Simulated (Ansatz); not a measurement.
The reference is AlN in the wurtzite structure (space group P6_3mc, No. 186; a = 3.107 Å, c = 4.978 Å). Axes: x lies along a and z along c of the hexagonal cell.

Calculations: r2SCAN, PAW, 500 eV (Ansatz, a first-principles code; no spin-orbit coupling), earlier PAW set.

Strains are applied to the cell and any free atomic positions relax; under biaxial strain the out-of-plane vector relaxes too; under stress the whole cell relaxes.

One change was made to it. Results:

```csv
quantity,base,after
"valence-band top at Γ (three highest levels, from the VBM)","0.00, -0.22, -0.22 eV","0.00, -0.23, -0.32 eV"
gap character,direct at Γ,direct at Γ
band gap,4.87 eV,4.71 eV
```

Question: Which of these changes matches the shifts?
A. uniaxial strain ε_zz = −3.17 %
B. uniaxial strain ε_yy = +1.36 %
C. uniaxial stress, 2 GPa tension along z
D. biaxial strain +2.36 %, plane normal [001], relaxed out of plane

Answer: B, uniaxial strain ε_yy = +1.36 %. For comparison, the band gap in the other runs: biaxial strain +2.36 %, plane normal [001], relaxed out of plane gives 4.37 eV; uniaxial stress, 2 GPa tension along z gives 4.87 eV; uniaxial strain ε_zz = −3.17 % gives 4.96 eV.

Stability under load was not tested beyond the relaxation. Labels are those of the standard path for the cell's own space group.
